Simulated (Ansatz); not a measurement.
## O interstitial (beta tin host)

Level of theory: PBE, PAW (plane waves to 420 eV; Ansatz, a first-principles code). Cell and caveats: 32-site cell; 5×5×3 Γ-centred k-points; start: void with 5Sn nearest; no spin–orbit coupling; finite-size errors of tenths of an eV; the relaxation kept the symmetry of the starting site; relaxed from one start, so a lower configuration may exist.

Neighbours after relaxation, in Å: of the O atom: Sn 2.18, Sn 2.18, Sn 2.36, Sn 2.36.

Formation energies E_f are those of the neutral cell. Chemical conditions: impurity bounded by its compound with the host (Δμ(O) = -2.56 eV, bounded by litharge SnO; only phases computed here count, gases as isolated molecules at 0 K). Reference phases: O: O2 molecule in a box.

The name describes the start; the neighbours show where the atoms ended.

```csv
charge,moment (μB),largest move off a lattice site (Å),"E_f, impurity bounded by its compound with the host (eV)"
0,not spin-polarised,0.51,1.11
```
